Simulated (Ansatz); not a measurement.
Pyrite PtAs₂ was calculated with PBE-D3(BJ) in Ansatz (plane waves, PAW).

Run with plane-wave cutoff 520 eV, 6×6×6 k mesh, Fermi–Dirac smearing 0.01 eV, scalar-relativistic PAW data made under PBE.

Energies at three volumes about the minimum:

```tsv
V (Å³/atom)	E − E_lowest (meV/atom)
17.563	3.53
17.921	0.00
18.280	3.25
```

**Question.** Fit a parabola by hand: where is the minimum, what lattice constant follows, and what is the bulk modulus?

**Answer.** Slopes: (0.00 − 3.53)/(17.921 − 17.563) = -9.860 and (3.25 − 0.00)/(18.280 − 17.921) = 9.053 meV/Å³. Curvature E″ = 2 × (9.053 − (-9.860))/(18.280 − 17.563) = 52.756 meV/Å⁶. From the middle of the first interval, the slope vanishes at V0 = 17.7420 − (-9.860)/52.756 = 17.929 Å³/atom. B = V0 E″ = 17.929 × 52.756 meV/Å³ × 0.1602 GPa per meV/Å³ = 152 GPa. With 12 atoms in the cube, a = (12 × 17.929)^(1/3) = 5.992 Å. The full Birch–Murnaghan fit to all volumes gives V0 = 17.921 Å³/atom and B0 = 151 GPa.

Shape and atoms are relaxed at each volume.

Measured, for comparison: lattice constant a 5.967 Å (temperature not stated, no zero-point or thermal correction; as tabulated in Wikipedia's data pages).

Note: the bulk modulus comes from volumes at which shape and atoms were relaxed.

Ansatz is an electronic-structure program.
